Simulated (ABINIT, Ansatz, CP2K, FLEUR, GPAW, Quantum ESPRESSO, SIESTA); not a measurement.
# Code comparison for HfO2 (P4_2/nmc, 6 atoms in the cell)

Self-consistent single point.

```
CELL_PARAMETERS angstrom
      3.53347     0.00000     0.00000
      0.00000     3.53347     0.00000
      0.00000     0.00000     5.13617
ATOMIC_POSITIONS crystal
  Hf 0.50000 0.50000 0.50000
  Hf 0.00000 0.00000 0.00000
  O  0.00000 0.50000 0.69721
  O  0.00000 0.50000 0.19721
  O  0.50000 0.00000 0.80279
  O  0.50000 0.00000 0.30279
```

All programs got the same cell, k-point mesh and kind of occupations (in Ansatz's words: kpoints.mp_grid.grid = 8 8 5; scf.occupations.method = fermi_dirac; scf.occupations.width = 0.01 eV); potentials, basis and cutoffs are each program's usual ones.

| code | model | pressure (GPa) | largest force (eV/Å) | gap on the mesh (eV) | k-points | cutoff |
|---|---|---|---|---|---|---|
| Ansatz | PBE, default PAW files | 15.24 | 0.261 | 4.858 | 45 | 420 eV |
| GPAW | PBE, GPAW PAW datasets PBE (gpaw-data 1.0.1) | – | 0.395 | 4.828 | 45 | 900 eV |
| CP2K | PBE, GPW, DZVP-MOLOPT-SR-GTH basis, GTH-PBE potentials (GTH_POTENTIALS) | 7.91 | 0.008 | 4.855 | 162 | grid 500 Ry |
| ABINIT | PBE, norm-conserving pseudopotentials (PseudoDojo nc-sr-05 PBE standard) | 13.17 | 0.181 | 4.895 | 45 | 42 Ha |
| SIESTA | GGA PBE, numerical atomic orbitals TZP, PseudoDojo PBE standard norm-conserving potentials (rewritten from UPF to PSML) | 14.86 | 0.331 | 4.665 | 168 | grid 350 Ry |
| FLEUR | PBE, all-electron FLAPW (FLEUR), scalar-relativistic valence | – | 0.249 | 4.901 | 45 | Kmax 4.6 1/bohr |
| Quantum ESPRESSO | PBE, GBRV 1.5 ultrasoft (PBE) pseudopotentials | 13.86 | 0.267 | 4.887 | 45 | 40 Ry |

A dash marks a value that a program does not give, or that is left out as unsure.

Gaps are read on the mesh.

The spread over the programs that give each value: pressure within 7.33 GPa; largest force within 0.387 eV/Å; gap on the mesh within 0.236 eV.

The starting cell comes from a database of computed structures (which also holds hypothetical and non-ambient phases and stackings), without a prior relaxation at this level. Its lattice was rescaled by a random factor within 2.5 % of one. On Ansatz's run: Spin-orbit coupling is off. In the base run, with a pressure of about 16 GPa the cell is away from its equilibrium volume at this level.

**Question.** Why do the programs differ, and what cannot be compared?

**Answer.** Differences of this kind can come from the potentials, where these differ, and from what each basis and cutoff leave unconverged. The valence holds different numbers of electrons (Ansatz (a program for electronic structure) 76, GPAW 48, CP2K 48, ABINIT 48, SIESTA 48, FLEUR 76, Quantum ESPRESSO 48). The zero of total energies and Fermi levels follows the potentials and each program's conventions, so they are not compared here. CP2K and SIESTA use small atom-centred bases, whose incompleteness enters pressures, forces and empty levels differently from a plane-wave cutoff. FLEUR treats all electrons, but the usual bases taken here (sphere radii, linearisation, local orbitals, empty states) were not tested for convergence, so the values are no reference for the others. Ansatz's pressure is given at a fixed set of plane waves, as the other plane-wave codes print theirs; with its correction for the finite basis it is 16.05 GPa (the shift of 0.81 GPa shows how far the cutoff is from converged). The pressure of GPAW is left out: its cutoff lies under the one at which its stress was checked. The programs reduce the same mesh by symmetry to different extents, which changes the work and not the result. In the pressure, Ansatz (by 1.38), CP2K (by 5.95) and SIESTA (by 1.01) lie more than 1 GPa from the median of the plane-wave programs. In the gap, SIESTA (by 0.207) lies more than 0.12 eV from the median of the plane-wave programs. In the force vectors, GPAW (by 0.131), CP2K (by 0.255) and ABINIT (by 0.083) lie more than 0.08 eV/Å from the median of the plane-wave programs.

Keys are those of Ansatz 0.2.
